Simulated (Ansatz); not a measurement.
Consider LiTaS2 (space group P6_3/mmc, No. 194; a = 3.3484 Å, c = 12.9156 Å; a cell from a computed database, its experimental status unchecked).

Computed with r2SCAN/PAW in Ansatz (a quantum-chemistry and plane-wave program), spin-orbit coupling left out, earlier PAW set.

For the base:

Shortest interatomic distance: 2.492 Å
Width of the top valence band: 1.78 eV
Band gap: 0.87 eV

The change: a hydrostatic pressure of 2.1 GPa.

Task: Predict the new shortest interatomic distance, width of the top valence band and band gap.

Result: The shortest interatomic distance falls by 0.009 Å to 2.483 Å; the width of the top valence band grows by 0.03 eV to 1.81 eV; the band gap remains 0.87 eV.

Spin-orbit coupling, missing from the scalar runs, can matter with Ta. Load acts through the strain it causes; cell and atoms are relaxed under it. Whether these cells are dynamically stable was not tested.
